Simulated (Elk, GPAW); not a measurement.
A GPAW input for a self-consistent single point of CdAg3 (R-3m, 4 atoms in the cell) (DFT LDA (Perdew-Wang 92), plane waves, GPAW PAW datasets LDA (gpaw-data 1.0.1)):

```python
from ase import Atoms
from ase.units import GPa
from gpaw import GPAW

atoms = Atoms(['Cd', 'Ag', 'Ag', 'Ag'],
              cell=[[1.483945, 0.856756, 9.494767],
                    [-1.483945, 0.856756, 9.494767],
                    [0.000000, -1.713512, 9.494767]],
              scaled_positions=[[0.000000, 0.000000, 0.000000],
                                [0.751867, 0.751867, 0.751867],
                                [0.248133, 0.248133, 0.248133],
                                [0.500000, 0.500000, 0.500000]],
              pbc=True)

calc = GPAW(mode={'name': 'pw', 'ecut': 600},
            xc='LDA',
            kpts={'size': (8, 8, 8), 'gamma': True},
            occupations={'name': 'fermi-dirac', 'width': 0.136},
            nbands=-8,
            symmetry={'symmorphic': False, 'tolerance': 0.0005},
            maxiter=150)

atoms.calc = calc

energy = atoms.get_potential_energy()
print('Energy (eV):', round(energy, 6))
forces = atoms.get_forces()
print('Forces (eV/Ang):')
print(forces.round(5))
stress = atoms.get_stress()
print('Stress (GPa, Voigt):', (stress / GPa).round(4))
```

**Question.** Translate this input to Elk.

**Answer.** One input that does it (others would too):

```
tasks
  0

xctype
  3

tforce
  .true.

rgkmax
  8.0

gmaxvr
  18.0

lmaxapw
  10

lmaxo
  8

nxlo
  2

lorbcnd
  .true.

lradstp
  2

nrmtscf
  2.0

rmtscf
  0.99

lmaxi
  4

stype
  3

swidth
  0.00499791

avec
    2.8042495600    1.6190342383   17.9425092471
   -2.8042495600    1.6190342383   17.9425092471
    0.0000000000   -3.2380684767   17.9425092471

atoms
  2   : nspecies
  'Cd.in'   : spfname
  1   : natoms; atposl, bfcmt below
  0.0000000000  0.0000000000  0.0000000000    0.0 0.0 0.0
  'Ag.in'   : spfname
  3   : natoms; atposl, bfcmt below
  0.7518670000  0.7518670000  0.7518670000    0.0 0.0 0.0
  0.2481330000  0.2481330000  0.2481330000    0.0 0.0 0.0
  0.5000000000  0.5000000000  0.5000000000    0.0 0.0 0.0

ngridk
  8 8 8
```

Basis, cutoffs, solver keys and any potentials are the target program's own. This input uses DFT, LDA (PW92), all-electron FP-LAPW, Elk's shipped species files, APW+lo basis with extra local orbitals. LDA parametrisations can differ slightly between programs.

The starting cell comes from a database of computed structures (which also holds hypothetical and non-ambient phases and stackings), without a prior relaxation at this level.
